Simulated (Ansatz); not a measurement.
Here is the system:

```
WSi2
1.0
   -1.59264     1.59264     3.96430
    1.59264    -1.59264     3.96430
    1.59264     1.59264    -3.96430
Si W
2 1
Direct
  0.66488   0.66488   0.00000
  0.33512   0.33512   0.00000
  0.00000   0.00000   0.00000
```

No spin polarisation.

Calculations: plane-wave PAW DFT at the LDA level (Ansatz, a program for electronic structure, 420 eV), no SOC. Settings: 25×25×25 k-points, 0.1 eV Fermi–Dirac smearing.

Task: Predict the stress and band gap.

Result: 
* **Stress (xx, yy, zz, yz, xz, xy; compression positive)**: (-2.0, -2.0, -10.3, 0.0, 0.0, 0.0) GPa
* **Band gap**: zero

The cells carry an imposed strain or load. No phonon test of stability was made. The final runs are not spin-polarised. The cell was made from WSi2 (space group I4/mmm, No. 139) by this change: uniaxial strain ε_zz = +2.00 %.
